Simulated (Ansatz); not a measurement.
Take SnSe2 in the CdI2 type structure (space group P-3m1, No. 164; a = 3.826 Å, c = 6.231 Å; layered, stacked along the Cartesian z axis) as the base.

All numbers come from r2SCAN+rVV10 (Ansatz, a quantum-chemistry and plane-wave program), scalar-relativistic without spin-orbit coupling.

For the base:

Gap character: indirect, K–Γ (71 % along) → k = (0, -1/2, 1/3) in the run's primitive reciprocal basis
Lattice parameter a: 3.826 Å

It is then changed as follows: full substitution Sn → Te, then cell and atoms are relaxed.

Task: Estimate the effect on the gap character and lattice parameter a.

Result: The gap character goes from indirect, K–Γ (71 % along) → k = (0, -1/2, 1/3) in the run's primitive reciprocal basis to direct at A; the lattice parameter a grows by 0.119 Å (3.826 Å → 3.945 Å).

With Te present, leaving out spin-orbit coupling can change the band edges. Stability against distortions was not tested. As relaxed here, TeSe2 is a hypothetical phase, not in the database extracts checked.
